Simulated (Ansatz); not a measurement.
## Short convergence ladders for Zn7Mo (I4mm, 8 atoms in the cell)

```yaml
crystal:
  lattice:
    - [0.00000, 3.87310, 3.87310]
    - [3.87310, 0.00000, 3.87310]
    - [3.87310, 3.87310, 0.00000]
  atoms:
    - { symbol: Zn, position: [0.00000, 0.00000, 0.50000] }
    - { symbol: Zn, position: [0.50000, 0.50000, 0.00000] }
    - { symbol: Zn, position: [0.50000, 0.00000, 0.00000] }
    - { symbol: Zn, position: [0.00000, 0.50000, 0.50000] }
    - { symbol: Zn, position: [0.00000, 0.50000, 0.00000] }
    - { symbol: Zn, position: [0.50000, 0.00000, 0.50000] }
    - { symbol: Zn, position: [0.50645, 0.50645, 0.49355] }
    - { symbol: Mo, position: [0.00000, 0.00000, 0.00000] }
```

Base method: PBEsol, default PAW files made with PBE (plane waves; Ansatz, a first-principles code).

Base settings: basis.ecutwfc = 420 eV; kpoints.mp_grid.grid = 6 6 6; hamiltonian.xc = pbesol; hamiltonian.pseudopotentials = {kind: paw} (the program's default PAW files); scf.occupations.method = fermi_dirac; scf.occupations.width = 0.1 eV.

The count of work is k-points × plane waves × bands × iterations; it is no time. Core times come from one kind of shared machine, to one figure; runs under 30 s give none.

**The k-point mesh**

The second cell is the first with its lattice scaled by 0.98.

Only quantities that move along the ladder and can be compared are tabulated.

| kpoints.mp_grid.grid | free energy less the last step's (meV/atom) | energy of the compressed cell less the first (meV/atom) | pressure (GPa) | largest difference of a force vector from the last step's (eV/Å) | count of work / last | core time / last (rough) |
|---|---|---|---|---|---|---|
| 2 2 2 | -163.00 | -9.97 | -5.13 | 0.008 | 0.025 | – |
| 4 4 4 | 16.34 | 1.51 | -3.12 | 0.001 | 0.071 | – |
| 6 6 6 | -1.46 | 0.54 | -3.32 | 0.002 | 0.18 | – |
| 7 7 7 | 1.57 | 0.56 | -3.30 | 0.001 | 0.25 | 0.2 |
| 9 9 9 | -0.42 | 0.33 | -3.35 | 0.000 | 0.46 | 0.4 |
| 11 11 11 | 0.17 | 0.32 | -3.35 | 0.000 | 0.77 | 0.7 |
| 12 12 12 | 0.00 | 0.31 | -3.35 | 0.000 | 1.0 | 1 |

Coarsest kpoints.mp_grid.grid that holds the forces within 0.005 eV/Å of the last step, with all finer ones: 4 4 4, at 0.071 of the last step's count of work; the step before is off by 0.008 eV/Å.

Coarsest kpoints.mp_grid.grid that holds the energy of the compressed cell less the first within 2 meV/atom of the last step, with all finer ones: 4 4 4, at 0.071 of the last step's count of work; the step before is off by 10 meV/atom.

Coarsest kpoints.mp_grid.grid that holds the free energy within 2 meV/atom of the last step, with all finer ones: 6 6 6, at 0.18 of the last step's count of work; the step before is off by 16 meV/atom.

The energy difference between the two cells stays within 1 meV/atom of the last step's from 6 6 6 on, the total only from 9 9 9 on: much of the error is common to both cells and cancels.

**The k-point mesh at a smearing width of 0.02 eV**

In this ladder: scf.occupations.width = 0.02 eV.

Only quantities that move along the ladder and can be compared are tabulated.

| kpoints.mp_grid.grid | free energy less the last step's (meV/atom) | pressure (GPa) | largest difference of a force vector from the last step's (eV/Å) | count of work / last | core time / last (rough) |
|---|---|---|---|---|---|
| 3 3 3 | 18.14 | -2.76 | 0.020 | 0.011 | – |
| 4 4 4 | 18.51 | -3.13 | 0.003 | 0.027 | – |
| 5 5 5 | -5.21 | -3.48 | 0.003 | 0.037 | – |
| 7 7 7 | 2.00 | -3.34 | 0.001 | 0.083 | 0.09 |
| 10 10 10 | 0.12 | -3.34 | 0.002 | 0.19 | 0.2 |
| 14 14 14 | 0.18 | -3.36 | 0.000 | 0.51 | 0.6 |
| 18 18 18 | 0.00 | -3.39 | 0.000 | 1.0 | 1 |

Coarsest kpoints.mp_grid.grid that holds the free energy within 0.5 meV/atom of the last step, with all finer ones: 10 10 10, at 0.19 of the last step's count of work and about 0.2 of the last step's time; the step before is off by 2.0 meV/atom.

Coarsest kpoints.mp_grid.grid that holds the pressure within 0.2 GPa of the last step, with all finer ones: 5 5 5, at 0.037 of the last step's count of work; the step before is off by 0.26 GPa.

Coarsest kpoints.mp_grid.grid that holds the forces within 0.005 eV/Å of the last step, with all finer ones: 4 4 4, at 0.027 of the last step's count of work; the step before is off by 0.020 eV/Å.

Two neighbours can agree and both be off: 3 3 3 and 4 4 4 differ by 0.37 meV/atom in the free energy, yet lie about 19 meV/atom from the last step.

**The k-point mesh at a smearing width of 0.3 eV**

In this ladder: scf.occupations.width = 0.3 eV.

Only quantities that move along the ladder and can be compared are tabulated.

```tsv
kpoints.mp_grid.grid	free energy less the last step's (meV/atom)	pressure (GPa)	largest difference of a force vector from the last step's (eV/Å)	count of work / last
3 3 3	17.05	-2.65	0.008	0.022
5 5 5	-2.70	-3.04	0.000	0.074
7 7 7	0.41	-2.97	0.000	0.16
14 14 14	0.00	-2.98	0.000	1.0
```

Coarsest kpoints.mp_grid.grid that holds the free energy within 5 meV/atom of the last step, with all finer ones: 5 5 5, at 0.074 of the last step's count of work; the step before is off by 17 meV/atom.

Coarsest kpoints.mp_grid.grid that holds the pressure within 0.1 GPa of the last step, with all finer ones: 5 5 5, at 0.074 of the last step's count of work; the step before is off by 0.33 GPa.

Coarsest kpoints.mp_grid.grid that holds the forces within 0.005 eV/Å of the last step, with all finer ones: 5 5 5, at 0.074 of the last step's count of work; the step before is off by 0.008 eV/Å.

On the base run: the starting cell comes from a database of computed structures (which also holds hypothetical and non-ambient phases and stackings), without a prior relaxation at this level. Its lattice was rescaled by up to half a per cent. One atom was moved a little off its site on purpose. Spin polarisation is off. In the base run, with a pressure of about -3 GPa the cell is away from its equilibrium volume at this level. Ansatz's pressure includes its estimate of the finite-basis (Pulay) stress.

Keys are those of Ansatz 0.2.
